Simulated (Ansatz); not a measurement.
Input:

End structure of a constructed model of the (100) surface of fcc Cu, a layer of Cr in place of the second plane (bottom of the slab: a bare face, its two planes held):

```
CELL_PARAMETERS angstrom
      2.56680     0.00000     0.00000
      0.00000     2.56680     0.00000
      0.00000     0.00000    25.50000
ATOMIC_POSITIONS crystal
  Cu 0.50000 0.50000 0.32041
  Cu 0.00000 0.00000 0.39159
  Cu 0.50000 0.50000 0.46304
  Cu 0.00000 0.00000 0.53489
  Cr 0.50000 0.50000 0.60880
  Cu 0.00000 0.00000 0.67819
```

Set-up: 6 atoms, 9.2 Å thick at the start (thin: gaps and levels are the slab's own); mesh 15x15x1; 0.1 eV smearing; dipole correction on; 2 atoms held, the rest relaxed; start symmetry kept, larger cells not searched; spin-polarised, no spin-orbit, no U. The starting moment vanished. It is one candidate, not shown to be the stable structure of the face.

Problem. What work function of the top face does Ansatz (a program for electronic structure) with PBE give?

Solution. 4.31 eV
